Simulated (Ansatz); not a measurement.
**Rock-salt TaC: properties by level of theory**

Reference values: lattice constant a 4.456 Å (measured, 300 K, not corrected to a static lattice; as tabulated in Wikipedia's data pages); bulk modulus 305 ± 5 GPa (measured, room temperature, no zero-point or thermal correction, our sources range from 305 to 345; as tabulated in Speziale et al., equation of state of TaC (DESY record 425561)).

| level (code) | equilibrium lattice constant a (Å) | bulk modulus B0 (GPa) |
|---|---|---|
| LDA (Ansatz) | 4.414 | 359 |
| PBE-D3(BJ) (Ansatz) | 4.444 | 339 |
| PBE-D4 (Ansatz) | 4.456 | 334 |
| B3LYP (VWN-RPA form) (Ansatz) | 4.489 | … |

### Question
Complete the blanks.

### Answer

- B3LYP (VWN-RPA form) (Ansatz, a quantum-chemistry and plane-wave program), bulk modulus B0 (GPa): 326

Ansatz's density-functional and Hartree–Fock values are scalar-relativistic unless marked +SOC, with PAW data made under PBE.

Static lattice: no zero-point or thermal effects.
